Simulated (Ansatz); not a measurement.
Take K₂NaRhF₆ (space group Fm-3m, No. 225) as the base.

```xyz
10
Lattice="0.0000 4.1659 4.1659 4.1659 0.0000 4.1659 4.1659 4.1659 0.0000" Properties=species:S:1:pos:R:3 pbc="T T T"
K      6.2489     6.2489     6.2489
K      2.0830     2.0830     2.0830
Na     4.1659     4.1659     4.1659
Rh     0.0000     0.0000     0.0000
F      1.9770     4.1659     4.1659
F      6.3548     4.1659     4.1659
F      4.1659     1.9770     4.1659
F      4.1659     6.3548     4.1659
F      4.1659     4.1659     1.9770
F      4.1659     4.1659     6.3548
```

The values are results of DFT with r2SCAN, PAW potentials and a 500 eV plane-wave cutoff in Ansatz (a quantum-chemistry and plane-wave program), without spin-orbit coupling, not measurements.

One change was made to it. Results:

```
quantity                base    after
-------------------  -------  -------
band gap             2.65 eV  2.56 eV
lattice parameter a  8.332 Å  8.020 Å
```

Name the change that was made.
(A) K → Ca
(B) Na → Cs
(C) Na → Li

C, Na → Li. For comparison, the band gap in the other runs: Na → Cs gives 2.89 eV; K → Ca gives zero.

Other magnetic orders, which the real material may have, were not ruled out. No phonon test of stability was made. As relaxed here, CsK2RhF6 and NaCa2RhF6 are hypothetical phases, not in the database extracts checked. For K2LiRhF6 in this form, whether it has been made was not checked. No Hubbard U is applied, and correlation can decide whether such a compound is a metal.
